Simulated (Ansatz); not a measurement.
Consider Pt in the fcc (Cu type) structure (space group Fm-3m, No. 225; a = 3.9415 Å; relaxed with 0.1 eV smearing). Axes: x, y, z lie along the cube axes.

Computed with Ansatz (a first-principles code) r2SCAN, without spin-orbit coupling, earlier PAW set.

Strains are applied to the cell and any free atomic positions relax; under biaxial strain the out-of-plane vector relaxes too.

One change was made to it. Results:

| quantity | base | after |
|---|---|---|
| energy relative to the base (free energy F) | 0 meV/atom | +0.1 meV/atom |
| pressure (mean of the normal stresses, compression positive) | 0.0 GPa | -0.8 GPa |

Q: Which of these changes matches the shifts?
(A) biaxial strain +2.49 %, plane normal [110], relaxed out of plane
(B) isotropic strain −3.80 %
(C) isotropic strain −2.79 %
(D) isotropic strain +4.60 %
(E) uniaxial strain ε_xx = +0.29 %

A: E, uniaxial strain ε_xx = +0.29 %. For comparison, the energy relative to the base in the other runs: isotropic strain −3.80 % gives +199 meV/atom; biaxial strain +2.49 %, plane normal [110], relaxed out of plane gives +20 meV/atom; isotropic strain −2.79 % gives +102 meV/atom; isotropic strain +4.60 % gives +0.200 eV/atom.

A biaxial case was relaxed in a doubled cell and then solved in the primitive one. Whether these cells are dynamically stable was not tested. The final runs are not spin-polarised. Pt lies near a magnetic instability that expansion can trigger; it was not tested.
